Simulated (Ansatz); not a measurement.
Take KBr in the rock salt structure (space group Fm-3m, No. 225; a = 6.5491 Å) as the base. Axes: x, y, z lie along the cube axes.

Level of theory: PBEsol in Ansatz (plane waves to 420 eV, PAW, scalar-relativistic without spin-orbit coupling).

Base values:

The band gap is 4.34 eV and the pressure comes out as 0.01 GPa.

One thing is altered: the cell is stretched by 2.00 % along z with no lateral relaxation, atoms relaxed at fixed cell.

**Question.** How does this affect the band gap?

**Answer.** The band gap shrinks by 0.05 eV to 4.29 eV.

**Question.** Predict the new pressure.

**Answer.** The pressure (mean of the normal stresses, compression positive) falls by 0.27 GPa, from 0.01 GPa to -0.26 GPa.

The cells carry an imposed strain or load. Whether these cells are dynamically stable was not tested.

Ansatz is a quantum-chemistry and plane-wave program.
